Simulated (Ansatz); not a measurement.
Consider HfO2 (space group P4_2/nmc, No. 137; a = 3.577 Å, c = 5.204 Å). Axes: x, y, z lie along a, b, c of the conventional cell.

All numbers come from r2SCAN (Ansatz, an electronic-structure program), spin-orbit coupling left out, earlier PAW set.

Base values:

- Pressure: 0.00 GPa

It is then changed as follows: the cell is stretched by 3.19 % along x with no lateral relaxation, atoms relaxed at fixed cell.

Question: What does the calculation give for the pressure and energy relative to the base after the change?

Answer: The pressure (mean of the normal stresses, compression positive) goes from zero to -6.83 GPa; the energy increases by 13 meV/atom.

The cells carry an imposed strain or load. No phonon test of stability was made. This is not the structure that HfO2 has at room temperature and ambient pressure.
